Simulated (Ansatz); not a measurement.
The starting structures come from a database of crystals and need not be the phases stable at ambient conditions.

Inside the gap of an insulator the Bloch states are evanescent, with a wavenumber k + iκ along the transport direction.

Input:

```xyz
16
Lattice="5.8952 0.0000 0.0000 -1.3229 8.5033 0.0000 1.3229 -3.9253 4.2391" Properties=species:S:1:pos:R:3 pbc="T T T"
Li     4.4238     0.2988     2.9937
Li     1.4713     4.2792     1.2454
Li     4.4189     5.2968     2.1876
Li     1.4762    -0.7188     2.0515
La     4.4856     2.7608     0.9816
La     1.4095     1.8172     3.2575
La     3.0342     7.4049     0.5577
La     2.8609    -2.8269     3.6814
O      5.9315     0.7541     1.3838
O     -0.0364     3.8239     2.8553
O      2.9112     3.7266     2.7652
O      2.9839     0.8514     1.4739
O      1.9845    -0.5607     3.9832
O      3.9106     5.1387     0.2559
O      0.9630     6.2174     1.2548
O      4.9321    -1.6394     2.9843
```

Space group of this cell: P2_1/c. The cell is taken as given; by r2SCAN its mean pressure is -2.0 GPa.

Transport runs along the normal of the first two printed cell vectors.

The gap is the functional's own, uncorrected, and κ follows it; spin-orbit coupling is left out. Mid-gap values are interpolated between the computed energies.

Question: Predict the band gap and the smallest decay constant κ at mid-gap from r2SCAN in Ansatz (a program for electronic structure).

Answer: Gap 4.20 eV on a 6×8×8 mesh; κ = 0.425 1/Å, at the zone centre.
